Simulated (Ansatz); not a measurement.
**Pressure series in CdTe**

Take CdTe in the zinc blende structure (space group F-43m, No. 216) as the base.

```
CELL_PARAMETERS angstrom
      0.00000     3.30930     3.30930
      3.30930     0.00000     3.30930
      3.30930     3.30930     0.00000
ATOMIC_POSITIONS crystal
  Te 0.75000 0.75000 0.75000
  Cd 0.00000 0.00000 0.00000
```

Cell and atoms are relaxed at each pressure.

All numbers come from PBE/PAW in Ansatz (a first-principles code), no spin-orbit coupling, earlier PAW set.

```
P (GPa)  V (Å³/atom)
-------  -----------
-2.00         38.758
-1.01         37.388
0.89          35.392
2.10          34.384
4.49          32.777
9.00          30.559
15.00         28.493
22.50         26.646
30.00         25.259
```

A third-order Birch–Murnaghan fit to these points gives V₀ = 36.25 Å³/atom, B₀ = 35 GPa and B₀′ = 4.7. At pressure 30 GPa the volume is 69.7 % of V₀.

Measured bulk modulus of CdTe: 43.7 GPa (room temperature; as listed in Elmahjoubi et al., arXiv (2023)); the computed value is for a static lattice, so the two differ by thermal effects too.

Between the base and pressure 2.1 GPa the gap moves from 0.58 eV to 0.74 eV, a mean slope of 74 meV/GPa.

With Te present, leaving out spin-orbit coupling can change the band edges. Load acts through the strain it causes; cell and atoms are relaxed under it. No phonon test of stability was made. Measured, CdTe leaves this structure (for cinnabar) near 3.53 GPa (temperature not stated; as listed in Datta, Sujoy, Jana, Debnarayan, arXiv (2020)), on rising pressure, with hysteresis.
